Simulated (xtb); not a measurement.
xtb 6.7.1, GFN2-xTB: Fe(OMe)2(OH2)2 (C[O][Fe](<-[OH2])(<-[OH2])[O]C), charge 0, multiplicity 5, 17 atoms. The geometry is a generated start, not checked to be a minimum at this level.

```json
{
 "run_flags": "--grad",
 "method": "GFN2-xTB",
 "--acc": "1 (default)",
 "--etemp (K)": "300 (default)",
 "basis_functions": "44",
 "valence_electrons": "50"
}
```

```xyz
17

Fe    -0.2143     0.4428     0.4798
O     -1.9567    -0.2913     0.1304
C     -3.1610    -0.8549    -0.1735
H     -3.9778    -0.1196    -0.0868
H     -3.1720    -1.2488    -1.2037
H     -3.3956    -1.6920     0.5081
O      1.3628     0.1320    -0.6417
C      2.2938    -0.2053    -1.5852
H      2.5288     0.6523    -2.2397
H      3.2399    -0.5313    -1.1155
H      1.9394    -1.0259    -2.2303
O      0.2596     2.8084     0.9248
H      0.4958     3.0935     0.0366
H      1.0797     2.7804     1.4270
O      0.8281    -1.0039     2.1407
H      1.5835    -1.1535     1.5553
H      0.2660    -1.7828     2.0736
```

Charge 0 and multiplicity 5 are set for this test and not shown to be the ground state. GFN-xTB has no spin term: --uhf 4 sets the occupations alone.

One run each on 1 thread. Values of broydamp tried: 0.02, 0.05, 0.1, 0.2, 0.4 (default), 0.6, 0.8, 1.

Question: Predict the course of the SCC iterations along this series.

Answer: Fewest SCC iterations, within one of each other: 0.4 (default) with 12, 0.6 with 13, 0.8 with 13. The count rises to 21 at 0.02. All converge to one solution.

| broydamp | SCC iterations | end |
|---|---|---|
| 0.02 | 21 | same solution |
| 0.05 | 18 | same solution |
| 0.1 | 16 | same solution |
| 0.2 | 14 | same solution |
| 0.4 (default) | 12 | same solution |
| 0.6 | 13 | same solution |
| 0.8 | 13 | same solution |
| 1 | 14 | same solution |
